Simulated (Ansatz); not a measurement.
## ZrCu (space group Cm, No. 8; a cell from a computed database, its experimental status unchecked)

```xyz
8
Lattice="3.2138 -4.0777 0.0000 3.2138 4.0777 0.0000 -1.3724 0.0000 5.1490" Properties=species:S:1:pos:R:3 pbc="T T T"
Zr     5.8177     0.0000     0.0168
Zr     1.2806     0.0000     5.0351
Zr     2.7104     2.2617     3.0538
Zr     2.7104    -2.2617     3.0538
Cu     4.0056     0.0000     2.3014
Cu     1.3518     0.0000     2.2382
Cu     4.2612    -2.0408     0.7892
Cu     4.2612     2.0408     0.7892
```

Level of theory: PBEsol (Ansatz, a quantum-chemistry and plane-wave program), no spin-orbit coupling. Γ-centred 10×10×9 mesh, Fermi–Dirac width 0.05 eV.

```json
{
  "volume_per_atom": "16.87 Å³",
  "density": "7.62 g/cm³",
  "band_gap": "zero",
  "total_energy": "-5358.855 eV/atom (σ→0; compares only within this code and set-up)"
}
```

Whether these cells are dynamically stable was not tested. The final runs are not spin-polarised. ZrCu has a high density of states at the Fermi level and may be magnetic at this level.
